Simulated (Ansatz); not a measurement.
Results of PBE (Ansatz, a quantum-chemistry and plane-wave program, PAW) for Sb2TeO2 (model structure, started from the La2SO2 type, P-3m1, No. 164, 5 atoms in the cell).

Run with plane-wave cutoff 520 eV, 18×18×10 k mesh (along the axes of the cell as run), Fermi–Dirac smearing 0.05 eV, scalar-relativistic PAW data made under PBE.

Cell (relaxed at this level):

```cif
data_O2Sb2Te
_chemical_formula_sum 'Sb2 Te1 O2'
_space_group_name_H-M_alt 'P-3m1'
_space_group_IT_number 164
_space_group_name_Hall '-P 3 2"'
_cell_length_a 4.04082
_cell_length_b 4.04082
_cell_length_c 7.12089
_cell_angle_alpha 90.000
_cell_angle_beta 90.000
_cell_angle_gamma 120.000
loop_
_atom_site_label
_atom_site_type_symbol
_atom_site_symmetry_multiplicity
_atom_site_Wyckoff_symbol
_atom_site_fract_x
_atom_site_fract_y
_atom_site_fract_z
_atom_site_occupancy
Sb1 Sb 2 d 0.33333 0.66667 0.19824 1
Te1 Te 1 b 0.00000 0.00000 0.50000 1
O1 O 2 d 0.66667 0.33333 0.10683 1
```

Question: Estimate the band gap, smallest direct gap on the k points sampled and Γ–Γ gap that the calculation returns.

Answer: 
band gap: 0.10 eV (under three smearing widths, so not firm)
smallest direct gap on the k points sampled: 0.86 eV
Γ–Γ gap: 2.16 eV

Note: the relaxation could raise the start's symmetry but not lower it, so the cell can be a saddle point.

Spin–orbit coupling is not included; it can close the smallest gap of 0.10 eV.

The result took very roughly 100 core-seconds.

A model structure was made by putting elements into a prototype or built by hand; it is no filed structure, need not be a known phase, and can be a saddle point held by its symmetry.
